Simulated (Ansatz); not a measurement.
An Ansatz (a first-principles code) input (DFT with PBEsol, PAW potentials and a 420 eV plane-wave cutoff in Ansatz, without spin-orbit coupling):

Ansatz 0.2 input:
```yaml
crystal:
  lattice:
    - [-2.0867349787, 2.0867349787, 2.0971686536]
    - [2.0867349787, -2.0867349787, 2.0971686536]
    - [2.0867349787, 2.0867349787, -2.0971686536]
  atoms:
    - { symbol: Na, position: [0, 0, 0] }
basis: { ecutwfc: 420, ecutrho_ratio: 4, xc_grid: 2, fft_grid_basis: typed }
kpoints: { mp_grid: { grid: [22, 22, 22] } }
hamiltonian:
  xc: pbesol
  dispersion: none
  pseudopotentials: { kind: paw }
scf: { occupations: { method: fermi_dirac, width: 0.1 }, convergence: { dr2_threshold: 0.0000000001 } }
relax: { f_tol: 0.005, max_steps: 50 }
output: { forces: true, stress: true }
checkpoint: { write: state.ck, write_every: 1000 }
```

Which symmetry and how many k-points will the program report, and about how many plane waves at Γ?

Space group I4/mmm (ITA 139) with 16 operations, k-points 834 of 10648, and 683 plane waves at Γ.

The cells carry an imposed strain or load. No phonon test of stability was made. The cell was made from Na in the bcc (W type) structure (space group Im-3m, No. 229) by this change: uniaxial strain ε_zz = +0.50 %.
